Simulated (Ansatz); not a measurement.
The parent structure is BAs in the zinc blende structure (space group F-43m, No. 216; a = 4.809 Å).

Calculations: PBE (Ansatz, an electronic-structure program; PAW; 420 eV plane waves; no SOC), earlier PAW set.

For the base:

| Property | Value |
|---|---|
| Band gap | 1.21 eV |
| Hole mass | 0.21, 0.24, 0.24 mₑ (at Γ) |
| Width of the top valence band | 5.07 eV |

Modification: a hydrostatic pressure of 3 GPa.

What does the calculation give for the band gap after the change?

The band gap falls by 0.02 eV, from 1.21 eV to 1.19 eV.

Predict the new hole mass.

The hole mass (degenerate bands, along [100]) goes from 0.21, 0.24, 0.24 mₑ (at Γ) to 0.22, 0.23, 0.23 mₑ (at Γ).

What happens to the width of the top valence band?

The width of the top valence band increases by 0.13 eV, from 5.07 eV to 5.20 eV.

Load acts through the strain it causes; cell and atoms are relaxed under it. Masses are band curvatures over ±0.01 Å⁻¹ around the edge. Stability against distortions was not tested.
